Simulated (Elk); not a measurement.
Worked example: self-consistent single point of MnO (Fm-3m, 4 atoms in the cell) in Elk

Method: Elk with PBE, all-electron FP-LAPW, Elk's shipped species files, APW+lo basis with extra local orbitals.

Input:

```
tasks
  0

xctype
  20

spinpol
  .true.

reducebf
  0.7

tforce
  .true.

rgkmax
  8.0

gmaxvr
  18.0

lmaxapw
  10

lmaxo
  8

nxlo
  2

lorbcnd
  .true.

lradstp
  2

nrmtscf
  2.0

rmtscf
  0.92

lmaxi
  4

nempty
  8

swidth
  0.000367493

maxscl
  100

scale
  1.889726125

avec
    4.3734000000    2.1867000000    2.1867000000
    2.1867000000    4.3734000000    2.1867000000
    2.1867000000    2.1867000000    4.3734000000

sppath
  'species/'

atoms
  2
  'Mn.in'
  2
  0.0000000000  0.0000000000  0.0000000000    0.0 0.0 -2.5
  0.5000000000  0.5000000000  0.5000000000    0.0 0.0 2.5
  'O.in'
  2
  0.2500000000  0.2500000000  0.2500000000    0.0 0.0 0.0
  0.7500000000  0.7500000000  0.7500000000    0.0 0.0 0.0

ngridk
  7 7 7
```

Output (repeated stretches shortened):

```
│ Elk code version 10.2.4 │

All units are atomic (Hartree, Bohr, etc.)

│ Ground-state run starting from atomic densities │

Lattice vectors :
   8.264528235       4.132264118       4.132264118
   4.132264118       8.264528235       4.132264118
   4.132264118       4.132264118       8.264528235

Unit cell volume      :    282.2436680
Brillouin zone volume :   0.8788512961

Muffin-tin inner radius fraction :   0.1000000000E-01

Nuclei treated as point charges

Species :    1 (Mn)
 parameters loaded from : Mn.in
 name : manganese
 nuclear charge    :   -25.00000000
 electronic charge :    25.00000000
 atomic mass :    100145.9369
 muffin-tin radius :    2.208000000
 number of radial points in muffin-tin :    999
 atomic positions (lattice), magnetic fields (Cartesian) :
   1 :   0.00000000  0.00000000  0.00000000    0.00000000  0.00000000 -2.50000000
   2 :   0.50000000  0.50000000  0.50000000    0.00000000  0.00000000  2.50000000

Species :    2 (O)
 parameters loaded from : O.in
 name : oxygen
 nuclear charge    :   -8.000000000
 electronic charge :    8.000000000
 atomic mass :    29165.12202
 muffin-tin radius :    1.656000000
 number of radial points in muffin-tin :    599
 atomic positions (lattice), magnetic fields (Cartesian) :
   1 :   0.25000000  0.25000000  0.25000000    0.00000000  0.00000000  0.00000000
   2 :  -0.25000000 -0.25000000 -0.25000000    0.00000000  0.00000000  0.00000000

Total number of atoms per unit cell :    4

Spin treatment :
 spin-polarised
 global magnetic field (Cartesian) :    0.000000000       0.000000000       0.000000000
 collinear magnetisation in z-direction

Number of Bravais lattice symmetries :   12
Number of crystal symmetries         :   24
Crystal has inversion symmetry
Real symmetric eigensolver will be used

k-point grid :      7     7     7
k-point offset :    0.000000000       0.000000000       0.000000000
k-point set is reduced with full crystal symmetry group
   [... lines left out ...]
 potential will be trimmed for |G| > 2 gkmax
Constant for pseudocharge density :   10
Radial integration step length :    2

G-vector grid sizes :     60    60    60
Number of G-vectors :    27721

Maximum angular momentum used for
 APW functions                      :   10
 outer part of muffin-tin           :    8
 inner part of muffin-tin           :    4

Total nuclear charge    :   -66.00000000
Total core charge       :    24.00000000
Total valence charge    :    42.00000000
Total excess charge     :    0.000000000
Total electronic charge :    66.00000000

Effective Wigner radius, rₛ :    1.006925225

Number of empty states         :   32
Total number of valence states :  106
Total number of core states    :   24

Conduction state local-orbitals added automatically
Total number of local-orbitals :  426

Exchange-correlation functional :     20     0     0
 Perdew-Burke-Ernzerhof, Phys. Rev. Lett. 77, 3865 (1996)
 gradient requirement :    1
 generalised gradient approximation (GGA)

Smearing type :    3
 Fermi-Dirac
Smearing width :   0.3674930000E-03
Effective electronic temperature (K) :    116.0451112

Mixing type :    3
 Broyden mixing, J. Phys. A: Math. Gen. 17, L317 (1984)

Kohn-Sham potential initialised from atomic data
│ Self-consistent loop started │
│ Loop number : 1 │
 total energy                :     -2479.31266694
 total moment                :   0.2694850039E-15
│ Loop number : 2 │
 total energy                :     -2479.54253633
 total moment                :   0.3275089193E-15
RMS change in Kohn-Sham potential (target) :    3.776316520     (  0.1000000000E-05)
Absolute change in total energy (target)   :   0.2298693910     (  0.1000000000E-03)
│ Loop number : 3 │
 total energy                :     -2466.05688324
 total moment                :   0.2148596831E-15
RMS change in Kohn-Sham potential (target) :    2.394386852     (  0.1000000000E-05)
Absolute change in total energy (target)   :    13.42818574     (  0.1000000000E-03)
│ Loop number : 4 │
 total energy                :     -2476.78177507
 total moment                :  -0.3967012673E-17
RMS change in Kohn-Sham potential (target) :   0.8759565802     (  0.1000000000E-05)
Absolute change in total energy (target)   :    7.367845396     (  0.1000000000E-03)
│ Loop number : 5 │
   [... lines left out ...]
RMS change in Kohn-Sham potential (target) :   0.2920461534E-05 (  0.1000000000E-05)
Absolute change in total energy (target)   :   0.3596329861E-05 (  0.1000000000E-03)
│ Loop number : 22 │
 total energy                :     -2467.91372635
 total moment                :  -0.3086841528E-15
RMS change in Kohn-Sham potential (target) :   0.1673316327E-05 (  0.1000000000E-05)
Absolute change in total energy (target)   :   0.2441329934E-04 (  0.1000000000E-03)
│ Loop number : 23 │
 total energy                :     -2467.91370578
 total moment                :  -0.2221735977E-15
RMS change in Kohn-Sham potential (target) :   0.1297981942E-05 (  0.1000000000E-05)
Absolute change in total energy (target)   :   0.1446947363E-04 (  0.1000000000E-03)
│ Loop number : 24 │
 total energy                :     -2467.91377175
 total moment                :  -0.2568581744E-15
RMS change in Kohn-Sham potential (target) :   0.2939533433E-06 (  0.1000000000E-05)
Absolute change in total energy (target)   :   0.6235945466E-04 (  0.1000000000E-03)
Convergence targets achieved

│ Loop number : 25 │

Energies :
 Fermi                       :     0.319266063940
 sum of eigenvalues          :     -1418.28759359
 electron kinetic            :      2496.72080004
 core electron kinetic       :      2224.82507081
 Coulomb                     :     -4842.61472079
 Coulomb potential           :     -3756.88840674
 nuclear-nuclear             :     -359.384476941
 electron-nuclear            :     -5209.57208095
 Hartree                     :      726.341837106
 Madelung                    :     -2964.17051742
 xc potential                :     -157.407306222
 xc effective B-field        :    -0.712698722387
 external B-field            :      0.00000000000
 exchange                    :     -119.244380387
 correlation                 :     -2.77544182057
 electron entropic           :    -0.790576108072E-12
 total energy                :     -2467.91374295
 (external B-field energy excluded from total)

Density of states at Fermi energy :   0.2712046859E-06
 (states/Hartree/unit cell)

Estimated indirect band gap :   0.3905888893E-01
 from k-point     43 to k-point      1
Estimated direct band gap   :   0.4525861846E-01
 at k-point      4

Charges :
 core                        :    24.00000000
 valence                     :    42.00000000
 interstitial                :    4.823246218
 muffin-tins (core leakage)
  species :    1 (Mn)
   atom    1                 :    23.26817609     (  0.2217603878E-10)
   atom    2                 :    23.26817609     (  0.2217603878E-10)
  species :    2 (O)
   atom    1                 :    7.320200803     (  0.5756511579E-07)
   atom    2                 :    7.320200803     (  0.5756511579E-07)
 total in muffin-tins        :    61.17675378
 total calculated charge     :    65.99971646
 total charge                :    66.00000000
 error                       :   0.2835435502E-03

Moments :
 interstitial                :  -0.3413120519E-15
 muffin-tins
  species :    1 (Mn)
   atom    1                 :   -4.239780191
   atom    2                 :    4.239780191
  species :    2 (O)
   atom    1                 :  -0.3578626709E-23
   atom    2                 :  -0.3578626709E-23
 total in muffin-tins        :  -0.7157253419E-23
 total moment                :  -0.3413120590E-15

│ Self-consistent loop stopped │

Forces :
 species :    1 (Mn)
  atom :    1
   Hellmann-Feynman          :     0.00000000    0.00000000   -0.00000000
   IBS                       :    -0.00000000   -0.00000000    0.00000000
   total force               :     0.00000000    0.00000000   -0.00000000
   total magnitude           :     0.00000000
  atom :    2
   Hellmann-Feynman          :     0.00000000    0.00000000    0.00000000
   IBS                       :     0.00000000   -0.00000000   -0.00000000
   total force               :     0.00000000   -0.00000000    0.00000000
   total magnitude           :     0.00000000
 species :    2 (O)
  atom :    1
   Hellmann-Feynman          :    -0.00000000    0.00000000    0.00000000
   IBS                       :     0.00000000    0.00000000   -0.00000000
   total force               :     0.00000000    0.00000000   -0.00000000
   total magnitude           :     0.00000000
  atom :    2
   Hellmann-Feynman          :    -0.00000000    0.00000000    0.00000000
   IBS                       :     0.00000000   -0.00000000   -0.00000000
   total force               :    -0.00000000    0.00000000    0.00000000
   total magnitude           :     0.00000000
```

The run converged in 25 iterations. The count includes the last loop, which Elk runs after its targets are met.

The starting cell has typed, rounded lattice constants, without a prior relaxation at this level. Its lattice was rescaled by a random factor within 2.5 % of one. The magnetic order is the one reached from the typed start; others were not searched systematically. Values depend on the basis (sphere radii, cutoffs, local orbitals), which need not be converged.

Cost on one core of a shared machine: roughly 10 min.
